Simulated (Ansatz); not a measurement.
A computed series for GaS: response to strain

Take GaS in the beta-GaS type structure (space group P6_3/mmc, No. 194; a = 3.534 Å, c = 15.039 Å; layered, stacked along the Cartesian z axis) as the base. Axes: x lies along a and z along c of the hexagonal cell.

Strains are applied to the cell and any free atomic positions relax; under biaxial strain the out-of-plane vector relaxes too; under stress the whole cell relaxes.

Calculations: PBEsol-D3(BJ) (Ansatz, a quantum-chemistry and plane-wave program; PAW; 420 eV plane waves; scalar-relativistic without spin-orbit coupling).

```tsv
case	volume per atom	gap character	smallest direct gap
base	20.33 Å³	indirect, Γ → M	1.73 eV
biaxial strain −2.89 %, plane normal [001], relaxed out of plane	19.44 Å³	indirect, Γ → K	2.44 eV
biaxial strain −2.05 %, plane normal [001], relaxed out of plane	19.71 Å³	indirect, Γ → K	2.24 eV
isotropic strain −5.24 %	17.30 Å³	indirect, Γ → K	2.59 eV
isotropic strain −5.10 %	17.38 Å³	indirect, Γ → K	2.57 eV
isotropic strain −2.72 %	18.72 Å³	indirect, Γ → K	2.18 eV
isotropic strain −0.65 %	19.94 Å³	indirect, Γ → M	1.84 eV
uniaxial strain ε_zz = +5.02 %	21.36 Å³	indirect, Γ → M	2.02 eV
uniaxial stress, 5 GPa compression along x	19.85 Å³	indirect, Γ → S	2.06 eV
```

Stability under load was not tested beyond the relaxation. k-point labels follow each cell's own Brillouin zone.
